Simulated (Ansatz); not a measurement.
The reference is Ir in the fcc (Cu type) structure (space group Fm-3m, No. 225; relaxed with 0.1 eV smearing).

```yaml
crystal:
  lattice:
    - [0.00000, 1.90592, 1.90592]
    - [1.90592, 0.00000, 1.90592]
    - [1.90592, 1.90592, 0.00000]
  atoms:
    - { symbol: Ir, position: [0.00000, 0.00000, 0.00000] }
```

Cartesian axes are those of the cell as printed.

The values are results of Ansatz (an electronic-structure program) LDA, no spin-orbit coupling, not measurements.

Now apply this change: biaxial strain −1.00 %, plane normal [001], relaxed out of plane (Cartesian); in-plane vectors clamped, the third vector and the atoms free.

Question: Estimate the effect on the ratio −ε⊥/ε∥.

Answer: The ratio −ε⊥/ε∥ amounts to 0.82.

Whether these cells are dynamically stable was not tested. All final runs are without spin polarisation.
